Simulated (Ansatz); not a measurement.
The parent structure is ZnO in the wurtzite structure (space group P6_3mc, No. 186; a = 3.2795 Å, c = 5.2937 Å). Axes: x lies along a and z along c of the hexagonal cell.

Perturbation: the cell is compressed by 2.40 % along z with no lateral relaxation, atoms relaxed at fixed cell.

Calculations: PBE (Ansatz, a quantum-chemistry and plane-wave program; PAW; 420 eV plane waves; scalar-relativistic without spin-orbit coupling).

Base, band edges from the VBM (valence, conduction): K -1.65, 7.50; H -1.18, 7.80; M -0.79, 5.64; L -1.31, 5.66; A -0.37, 3.37; Γ 0.00, 0.74 eV.

Question: Give the band edges at the high-symmetry points of the new zone, measured from its valence-band maximum.

Answer: 
```tsv
point	valence edge (eV)	conduction edge (eV)
Γ	0.00	0.81
M	-0.86	5.73
K	-1.74	7.59
A	-0.39	3.48
L	-1.25	5.76
H	-1.12	8.03
```

The gap is 0.81 eV, direct at Γ.

The cells carry an imposed strain or load. No phonon test of stability was made.
